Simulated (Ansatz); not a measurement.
Results of LDA (PAW; Ansatz, a quantum-chemistry and plane-wave program) for cubic perovskite CsSrF₃.

Settings: plane-wave cutoff 520 eV, 8×8×8 k mesh, Fermi–Dirac smearing 0.01 eV, scalar-relativistic PAW data made under PBE.

Energies at three volumes about the minimum:

```
V (Å³/atom)  E − E_lowest (meV/atom)
-----------  -----------------------
19.678                          1.43
20.079                          0.00
20.481                          1.22
```

Task: Fit a parabola by hand: where is the minimum, what lattice constant follows, and what is the bulk modulus?

Result: Slopes: (0.00 − 1.43)/(20.079 − 19.678) = -3.566 and (1.22 − 0.00)/(20.481 − 20.079) = 3.035 meV/Å³. Curvature E″ = 2 × (3.035 − (-3.566))/(20.481 − 19.678) = 16.441 meV/Å⁶. From the middle of the first interval, the slope vanishes at V0 = 19.8785 − (-3.566)/16.441 = 20.095 Å³/atom. B = V0 E″ = 20.095 × 16.441 meV/Å³ × 0.1602 GPa per meV/Å³ = 52.9 GPa. With 5 atoms in the cube, a = (5 × 20.095)^(1/3) = 4.649 Å. The full Birch–Murnaghan fit to all volumes gives V0 = 20.087 Å³/atom and B0 = 52.8 GPa.

Note: the relaxation could not lower the start's symmetry, so the cell can be a saddle point above a distorted one.
